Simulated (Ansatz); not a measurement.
Structure of amorphous Si$_{30}$N$_{40}$Al (periodic cell):

```yaml
crystal:
  lattice:
    - [9.39448, 0.00000, 0.00000]
    - [0.00000, 9.39448, 0.00000]
    - [0.00000, 0.00000, 9.39448]
  atoms:
    - { symbol: Si, position: [0.30871, 0.93421, 0.49320] }
    - { symbol: Si, position: [0.54929, 0.03773, 0.66489] }
    - { symbol: Si, position: [0.82329, 0.05233, 0.22124] }
    - { symbol: Si, position: [0.42409, 0.04145, 0.96100] }
    - { symbol: Si, position: [0.39334, 0.51457, 0.44507] }
    - { symbol: Si, position: [0.66326, 0.85688, 0.46930] }
    - { symbol: Si, position: [0.97874, 0.50295, 0.35837] }
    - { symbol: Si, position: [0.76479, 0.39696, 0.14449] }
    - { symbol: Si, position: [0.81517, 0.45861, 0.83149] }
    - { symbol: Si, position: [0.92334, 0.85730, 0.97775] }
    - { symbol: Si, position: [0.50379, 0.59793, 0.14649] }
    - { symbol: Si, position: [0.67153, 0.51381, 0.42266] }
    - { symbol: Si, position: [0.63446, 0.29151, 0.63199] }
    - { symbol: Si, position: [0.46958, 0.78566, 0.89045] }
    - { symbol: Si, position: [0.07379, 0.15722, 0.43170] }
    - { symbol: Si, position: [0.40044, 0.21469, 0.41034] }
    - { symbol: Si, position: [0.15513, 0.71752, 0.52767] }
    - { symbol: Si, position: [0.60881, 0.57761, 0.68374] }
    - { symbol: Si, position: [0.22621, 0.44611, 0.19153] }
    - { symbol: Si, position: [0.04814, 0.43258, 0.93612] }
    - { symbol: Si, position: [0.17842, 0.93317, 0.80963] }
    - { symbol: Si, position: [0.84698, 0.70531, 0.60631] }
    - { symbol: Si, position: [0.87461, 0.02547, 0.68509] }
    - { symbol: Si, position: [0.51655, 0.37896, 0.92673] }
    - { symbol: Si, position: [0.20007, 0.69213, 0.02455] }
    - { symbol: Si, position: [0.94150, 0.31692, 0.59550] }
    - { symbol: Si, position: [0.29839, 0.55478, 0.75970] }
    - { symbol: Si, position: [0.63182, 0.88860, 0.13270] }
    - { symbol: Si, position: [0.28032, 0.25928, 0.92838] }
    - { symbol: Si, position: [0.10280, 0.89415, 0.25581] }
    - { symbol: N, position: [0.71313, 0.12049, 0.69175] }
    - { symbol: N, position: [0.45281, 0.22404, 0.00400] }
    - { symbol: N, position: [0.21642, 0.81559, 0.37544] }
    - { symbol: N, position: [0.98910, 0.94431, 0.82621] }
    - { symbol: N, position: [0.08463, 0.54564, 0.22487] }
    - { symbol: N, position: [0.70538, 0.92148, 0.30440] }
    - { symbol: N, position: [0.79620, 0.95473, 0.06284] }
    - { symbol: N, position: [0.48669, 0.99615, 0.12687] }
    - { symbol: N, position: [0.68805, 0.67540, 0.51599] }
    - { symbol: N, position: [0.56840, 0.73998, 0.04570] }
    - { symbol: N, position: [0.80209, 0.50125, 0.29248] }
    - { symbol: N, position: [0.27034, 0.58047, 0.57279] }
    - { symbol: N, position: [0.07082, 0.81736, 0.09718] }
    - { symbol: N, position: [0.77886, 0.62219, 0.75755] }
    - { symbol: N, position: [0.87593, 0.44459, 0.00440] }
    - { symbol: N, position: [0.03551, 0.34105, 0.43696] }
    - { symbol: N, position: [0.97146, 0.37974, 0.76744] }
    - { symbol: N, position: [0.32181, 0.37840, 0.34200] }
    - { symbol: N, position: [0.59235, 0.44826, 0.08180] }
    - { symbol: N, position: [0.46581, 0.64610, 0.77651] }
    - { symbol: N, position: [0.99981, 0.04321, 0.29381] }
    - { symbol: N, position: [0.51731, 0.95312, 0.82770] }
    - { symbol: N, position: [0.81047, 0.88418, 0.58965] }
    - { symbol: N, position: [0.25335, 0.10080, 0.43299] }
    - { symbol: N, position: [0.77349, 0.37670, 0.54742] }
    - { symbol: N, position: [0.28937, 0.82229, 0.92615] }
    - { symbol: N, position: [0.74239, 0.21637, 0.19406] }
    - { symbol: N, position: [0.14410, 0.58758, 0.87744] }
    - { symbol: N, position: [0.48055, 0.19544, 0.58767] }
    - { symbol: N, position: [0.98661, 0.13618, 0.59320] }
    - { symbol: N, position: [0.64442, 0.39060, 0.79820] }
    - { symbol: N, position: [0.32640, 0.58329, 0.10797] }
    - { symbol: N, position: [0.25945, 0.08725, 0.87485] }
    - { symbol: N, position: [0.51783, 0.59397, 0.32751] }
    - { symbol: N, position: [0.53414, 0.45881, 0.55339] }
    - { symbol: N, position: [0.98724, 0.64306, 0.50463] }
    - { symbol: N, position: [0.35645, 0.39355, 0.82638] }
    - { symbol: N, position: [0.16177, 0.33063, 0.04630] }
    - { symbol: N, position: [0.49546, 0.91617, 0.52822] }
    - { symbol: N, position: [0.20371, 0.86939, 0.63529] }
    - { symbol: Al, position: [0.54049, 0.17829, 0.19235] }
```

Methods: PBE, scalar-relativistic without spin-orbit coupling (Ansatz, a quantum-chemistry and plane-wave program); r2SCAN, scalar-relativistic without spin-orbit coupling (Ansatz); HSE06, scalar-relativistic without spin-orbit coupling (Ansatz). Neutral PBE cell, which sets geometry, pressure and energy: sampling: a 2×2×2 Γ-centred mesh; Fermi-Dirac width 0.02 eV; collinear spin, started from a total moment of 1 μB. The usual formal charges leave 3 electrons over, so the level spacing at the Fermi energy parts defect or band states and needn't be the band gap. In the spin-polarised cell the level spacing at the Fermi energy can part levels of unlike spin. Exact exchange is cut at the faces of this 9 Å cell, which leaves hybrid gaps a finite-size error.

It comes from a melt-quench run on a machine-learned potential (CHGNet), relaxed afterwards by DFT. N atoms were pushed apart under 1.9 Å during the dynamics, to hinder bonds among them. The hot cell started wider than the set density and was brought back towards it in steps. It is the lowest in DFT energy of 2 quenches. It is a model cell: composition and starting density were chosen by hand, and all elements were melted together. No dispersion term was used. Its density started from a set value of 2.98 and ended at 2.86 g/cm³. The simulated quench (nominally 380 K/ps over its main leg) is rapid and tends to freeze in more defects than a deposited or slowly cooled glass has. One small periodic cell is one sample of the glass; other quenches scatter about these values. The volume was free in the relaxation, at fixed shape.

Task: Give the pressure, the energy against reference phases and the spacing of the highest filled and lowest empty levels.

Result: 
* **Pressure on a 2×2×2 Γ-centred mesh**: 0.04 GPa
* **Largest force and stress component on that mesh (the relaxation ran on the zone centre alone)**: 0.11 eV/Å and 4.4 GPa
* **Energy relative to beta Si3N4 + wurtzite AlN + silicon (lowest mix at this level among the phases computed, not always the ambient ones)**: 0.356 eV/atom
* **Level spacing at the Fermi energy on a 2×2×2 Γ-centred mesh (PBE)**: 1.13 eV
* **Level spacing at the Fermi energy at the zone centre (PBE)**: 1.23 eV
* **Level spacing at the Fermi energy at the zone centre (r2SCAN)**: 1.80 eV
* **Level spacing at the Fermi energy at the zone centre (HSE06)**: 2.31 eV
* **Distance between the nearest levels spread over more than a fifth of the atoms or a third of the atoms of their main element (six at least) (PBE, zone centre)**: 3.23 eV
* **Net moment**: 1.00 μB

Task: At PBE and the zone centre, how localised are the states just below and above the Fermi level (participation number: the atoms over which a state spreads)?

Result: The highest filled state is spread over 4.6 atoms' worth, largest on Si10, with weights by element (charge in smoothed Voronoi cells) Si 0.58, N 0.42, Al 0.00. The lowest empty state is spread over 7.8 atoms' worth, largest on Si10, with weights by element (charge in smoothed Voronoi cells) Si 0.59, N 0.40, Al 0.00.

At PBE the levels at both edges of the gap are localised (band-tail or defect states), and the nearest spread-out levels lie 3.2 eV apart at the zone centre.

Cut-offs for bonds: Si-Si 2.60 Å, Si-N 2.18 Å, Si-Al 2.55 Å, N-N 1.70 Å, N-Al 2.30 Å, Al-Al 2.66 Å. Two cations that share two anions don't count as bonded, nor two that share one unless they lie closer than Si-Si 2.38 Å, Si-Al 2.48 Å, Al-Al 2.59 Å.

Added carriers, by PBE, scalar-relativistic without spin-orbit coupling (Ansatz) on the zone centre alone. Charged cells keep the cell fixed and stand in a uniform background, with no image correction, at a width of 0.01 eV; where the count is odd the moment is locked at 1 μB, unless the neutral cell bore moments. Each starts from the undistorted neutral geometry alone. PBE's self-interaction favours spread-out carriers, so it can miss traps that a hybrid finds.

Task: What happens at PBE when the cell takes an extra electron and the atoms relax?

Result: Relaxation lowers the charged cell by 0.56 eV. The largest moves are Si30 0.52 Å, Si4 0.08 Å, N51 0.06 Å, Si10 0.05 Å. No bond crosses its cut-off with a change of over 0.15 Å (metal-metal contacts aside). Made neutral again at that geometry, the cell lies +0.52 eV from the neutral start.

Task: What happens at PBE when the cell takes a hole and the atoms relax?

Result: Relaxation lowers the charged cell by 0.77 eV. The largest moves are Si10 0.42 Å, Si30 0.13 Å, Si21 0.06 Å, Si3 0.06 Å. No bond crosses its cut-off with a change of over 0.15 Å (metal-metal contacts aside). Made neutral again at that geometry, the cell lies +0.94 eV from the neutral start.

A PBE run started with 1 μB on atoms that lack a bond or may hold spare charge kept moments, at no lower energy.
